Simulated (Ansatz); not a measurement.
Reference: AlN (P6_3mc), PBE with spin-orbit coupling, rigid bands (plane waves, PAW; Ansatz, a quantum-chemistry and plane-wave program); axes and stresses refer to this cell.

```yaml
crystal:
  lattice:
    - [3.11376, 0.00000, 0.00000]
    - [-1.55688, 2.69660, 0.00000]
    - [0.00000, 0.00000, 4.98368]
  atoms:
    - { symbol: Al, position: [0.33333, 0.66667, 0.99651] }
    - { symbol: Al, position: [0.66667, 0.33333, 0.49651] }
    - { symbol: N, position: [0.33333, 0.66667, 0.37849] }
    - { symbol: N, position: [0.66667, 0.33333, 0.87849] }
```

hole mass along x: 3.7 mₑ
hole mass along z: 0.42 mₑ
Seebeck coefficient, n-type 1e19 cm⁻³: -157 μV/K

Question: Change: biaxial stress in the c plane of 13.5 GPa (compression positive). What happens to hole mass along x, hole mass along z, Seebeck coefficient, n-type 1e19 cm⁻³?

Answer: hole mass along x decreases to 2.3 mₑ; hole mass along z increases to 3.8 mₑ; Seebeck coefficient, n-type 1e19 cm⁻³ rises in size to -162 μV/K.

Question: Change: hydrostatic pressure of -13.5 GPa (compression positive). What happens to hole mass along x, hole mass along z, Seebeck coefficient, n-type 1e19 cm⁻³?

Answer: hole mass along x moves little, to 3.7 mₑ; hole mass along z increases to 0.46 mₑ; Seebeck coefficient, n-type 1e19 cm⁻³ falls in size to -146 μV/K.

Question: Change: hydrostatic pressure of -9 GPa (compression positive). What happens to hole mass along x, hole mass along z, Seebeck coefficient, n-type 1e19 cm⁻³?

Answer: hole mass along x moves little, to 3.7 mₑ; hole mass along z rises to 0.44 mₑ; Seebeck coefficient, n-type 1e19 cm⁻³ decreases in size to -150 μV/K.

Question: Change: hydrostatic pressure of 9 GPa (compression positive). What happens to hole mass along x, hole mass along z, Seebeck coefficient, n-type 1e19 cm⁻³?

Answer: hole mass along x moves little, to 3.7 mₑ; hole mass along z drops to 0.40 mₑ; Seebeck coefficient, n-type 1e19 cm⁻³ increases in size to -163 μV/K.

Question: Change: uniaxial stress along c of -4.5 GPa (compression positive). What happens to hole mass along x, hole mass along z, Seebeck coefficient, n-type 1e19 cm⁻³?

Answer: hole mass along x rises to 3.9 mₑ; hole mass along z increases to 0.72 mₑ; Seebeck coefficient, n-type 1e19 cm⁻³ moves little, to -156 μV/K.

Question: Change: uniaxial stress along c of 4.5 GPa (compression positive). What happens to hole mass along x, hole mass along z, Seebeck coefficient, n-type 1e19 cm⁻³?

Answer: hole mass along x shrinks to 3.3 mₑ; hole mass along z drops to 0.37 mₑ; Seebeck coefficient, n-type 1e19 cm⁻³ moves little, to -159 μV/K.

Masses are for dilute carriers at 300 K, harmonic means over directions unless an axis is named. Seebeck coefficients are for the stated density at 300 K, with one relaxation time for all states and whether or not that doping can be reached. Stresses and pressures are the targets of the relaxation.  The structure type is held under load, also where the real crystal would transform.
